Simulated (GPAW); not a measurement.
Band structure of Ba (Im-3m, 1 atom in the cell).

```yaml
crystal:
  lattice:
    - [-2.50799, 2.50799, 2.50799]
    - [2.50799, -2.50799, 2.50799]
    - [2.50799, 2.50799, -2.50799]
  atoms:
    - { symbol: Ba, position: [0.00000, 0.00000, 0.00000] }
```

Computed with PBE, GPAW PAW datasets PBE (gpaw-data 1.0.1) (plane waves; GPAW).

Settings: mode = pw; ecut = 600 eV; xc = PBE; kpts = 8 8 8; mesh shift (steps) = 0 0 0; occupations.name = methfessel-paxton; occupations.width = 0.1 eV; occupations.order = 0; nbands = -7; convergence.forces = 0.001 eV/Å; symmetry.symmorphic = false; symmetry.tolerance = 0.0005; maxiter = 100; bandpath_npoints = 40.

The starting cell has typed, rounded lattice constants, without a prior relaxation at this level. Its lattice was rescaled by a random factor within 2.5 % of one.

Levels in eV from the Fermi level, bands 2 to 9:
```
point       2       3       4      5      6     7     8     9
-----  ------  ------  ------  -----  -----  ----  ----  ----
Γ      -13.82  -13.82  -13.82  -2.72   1.86  1.86  1.86  3.25
H      -14.14  -14.14  -14.14  -0.51  -0.51  4.35  4.35  4.35
N      -14.27  -13.97  -13.82  -0.86   0.72  1.27  3.23  3.80
P      -14.05  -14.05  -14.05   0.55   0.55  0.55  3.80  3.90
```

Bands cross the Fermi level along this path, so the cell is metallic at this level.
